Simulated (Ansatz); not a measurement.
Start from HfO2 (space group P2_1/c, No. 14).

```yaml
crystal:
  lattice:
    - [5.11418, 0.00000, 0.00000]
    - [0.00000, 5.18192, 0.00000]
    - [-0.87081, 0.00000, 5.22378]
  atoms:
    - { symbol: Hf, position: [0.27620, 0.04186, 0.20826] }
    - { symbol: Hf, position: [0.72380, 0.54186, 0.29174] }
    - { symbol: Hf, position: [0.72380, 0.95814, 0.79174] }
    - { symbol: Hf, position: [0.27620, 0.45814, 0.70826] }
    - { symbol: O, position: [0.07004, 0.33376, 0.34403] }
    - { symbol: O, position: [0.92996, 0.83376, 0.15597] }
    - { symbol: O, position: [0.92996, 0.66624, 0.65597] }
    - { symbol: O, position: [0.07004, 0.16624, 0.84403] }
    - { symbol: O, position: [0.44797, 0.75767, 0.47848] }
    - { symbol: O, position: [0.55203, 0.25767, 0.02152] }
    - { symbol: O, position: [0.55203, 0.24233, 0.52152] }
    - { symbol: O, position: [0.44797, 0.74233, 0.97848] }
```

Cartesian axes are those of the cell as printed.

Level of theory: r2SCAN (Ansatz, a program for electronic structure; PAW; 500 eV plane waves; no spin-orbit coupling), earlier PAW set.

Base values:

- Pressure: 0.00 GPa
- Width of the top valence band: 0.74 eV
- Valence-band top at Γ: 0.00, -0.20, -0.52 eV
- Shortest interatomic distance: 2.041 Å

It is then changed as follows: tensor shear ε_xz = −3.28 % (engineering shear γ = -0.0656), atoms relaxed at fixed cell.

Problem. Predict the new pressure.

Solution. The pressure (mean of the normal stresses, compression positive) goes from zero to 1.28 GPa.

Problem. Estimate the effect on the width of the top valence band.

Solution. The width of the top valence band shrinks by 0.02 eV (0.74 eV → 0.72 eV).

Problem. What does the calculation give for the valence-band top at Γ after the change?

Solution. The valence-band top at Γ (three highest levels, from the VBM) goes from 0.00, -0.20, -0.52 eV to 0.00, -0.10, -0.64 eV.

Problem. Predict the new shortest interatomic distance.

Solution. The shortest interatomic distance increases by 0.006 Å to 2.047 Å.

Spin-orbit coupling, missing from the scalar runs, can matter with Hf. The levels and masses belong to the bands next to the band gap. The cells carry an imposed strain or load. Stability against distortions was not tested.
